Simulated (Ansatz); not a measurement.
A relaxation of cell and atoms of Sr (P6_3/mmc, 2 atoms in the cell) with Ansatz (an electronic-structure program).

Computed with LDA (PW92), default PAW files made with PBE (plane waves; Ansatz).

The change in words: atoms on their sites; basis.ecutwfc: 420 eV → 840 eV; relax: default → cell and atoms. Reference geometry:
```
Sr
1.0
    4.28830     0.00000     0.00000
   -2.14415     3.71377     0.00000
    0.00000     0.00000     7.02343
Sr
2
Direct
  0.33333   0.66667   0.25712
  0.66667   0.33333   0.75000
```

Reference input (self-consistent single point, DFT, LDA (PW92), plane waves, default PAW files made with PBE): basis.ecutwfc = 420 eV; kpoints.mp_grid.grid = 9 9 5; hamiltonian.xc = lda; hamiltonian.pseudopotentials = {kind: paw} (the program's default PAW files); scf.occupations.method = gaussian; scf.occupations.width = 0.1 eV. This run's input differs from it in these lines:

Ansatz 0.2 input:
```diff
@@ -6,6 +6,6 @@
   atoms:
-    - { symbol: Sr, position: [0.333333, 0.666667, 0.257119] }
+    - { symbol: Sr, position: [0.333333, 0.666667, 0.250000] }
     - { symbol: Sr, position: [0.666667, 0.333333, 0.750000] }
 basis:
-  ecutwfc: 420.0
+  ecutwfc: 840.0
 kpoints:
@@ -17,2 +17,4 @@
   occupations: { method: gaussian, width: 0.1 }
+relax:
+  cell: {}
 output:
```

The program printed (abridged):

```
   [... SCF lines of the steps left out ...]
relax step   1: F+E_penalty+E_count = -6888.55317838 eV  Δ(F+E_penalty+E_count) = +0.000e0 eV  max|allowed force component| = 9.946e-17 eV/Å  Δτ_max = 0.0000 Å  P = -1.424 GPa  Ω = 111.853 Å³  (6 SCF iters, dr2 threshold 1.00e-7 eV, accepted)
relax step   2: F+E_penalty+E_count = -6888.59001534 eV  Δ(F+E_penalty+E_count) = -3.684e-2 eV  max|allowed force component| = 7.401e-17 eV/Å  Δτ_max = 0.0000 Å  P = -1.037 GPa  Ω = 107.083 Å³  energy of the carried Pulay correction = +5.125e-6 eV  [...]
relax step   3: F+E_penalty+E_count = -6888.62156529 eV  Δ(F+E_penalty+E_count) = -3.155e-2 eV  max|allowed force component| = 1.342e-16 eV/Å  Δτ_max = 0.0000 Å  P = +0.215 GPa  Ω = 96.097 Å³  energy of the carried Pulay correction = +1.852e-5 eV  [...]
relax step   4: F+E_penalty+E_count = -6888.62262529 eV  Δ(F+E_penalty+E_count) = -1.060e-3 eV  max|allowed force component| = 7.401e-17 eV/Å  Δτ_max = 0.0000 Å  P = -0.024 GPa  Ω = 97.821 Å³  energy of the carried Pulay correction = +1.625e-5 eV  [...]
relax step   5: F+E_penalty+E_count = -6888.62260397 eV  Δ(F+E_penalty+E_count) = +2.132e-5 eV  max|allowed force component| = 4.395e-17 eV/Å  Δτ_max = 0.0000 Å  P = -0.024 GPa  Ω = 97.821 Å³  stress off target by 2.59e-2 GPa  SCF on the basis [...]
basis re-selected at this cell: Δ(F+E_penalty+E_count) = +2.132e-5 eV, ΔP = +0.000 GPa vs the last step
the relaxation is at rest under the 24 symmetry operations that the run kept from its start: a minimum is not shown …
Stability not checked: this state was not tested for a lower state beside it, because too few of the mixer's solves of this state at the end of the SCF gave a …
Free energy (F): -6888.622604 eV
Internal energy: -6888.608401 eV  (E = F + TS)
   [... lines left out ...]
Fermi energy:    5.715634 eV
   [... lines left out ...]
  cell:  # Å, volume = 97.8207 Å³
    - [4.104246286643043, -2.2854983967276818e-33, 1.1427491983638409e-33]
    - [-2.0521231433215217, 3.5543815476208245, -7.94045812267833e-34]
    - [1.871609312502817e-33, -4.2111209531313385e-34, 6.705534672746397]
  atoms:
    - { symbol: Sr, position: [0.3333333333333333, 0.6666666666666666, 0.25000000000000006] }
    - { symbol: Sr, position: [0.6666666666666666, 0.3333333333333333, 0.75] }
```

The run converged. 

Summary of the result:
```
Property                                                                                            Result
-----------------------------------------------  ---------------------------------------------------------
Free energy E − TS (on the zero of these files)                                              -6888.6226 eV
Fermi level (on the code's own zero)                                                               5.72 eV
Pressure                                                                                         -0.02 GPa
Final cell                                       a = b = 4.104 Å, c = 6.706 Å, α = β = 90.00°, γ = 120.00°
Final volume per atom                                                                             48.91 Å³
Relaxation steps                                                                                         5
```

The starting cell comes from a database of computed structures (which also holds hypothetical and non-ambient phases and stackings), without a prior relaxation at this level. Its lattice was rescaled by up to half a per cent. The relaxation keeps the symmetry of its start, so its end need not be a minimum. Ansatz's pressure includes its estimate of the finite-basis (Pulay) stress.
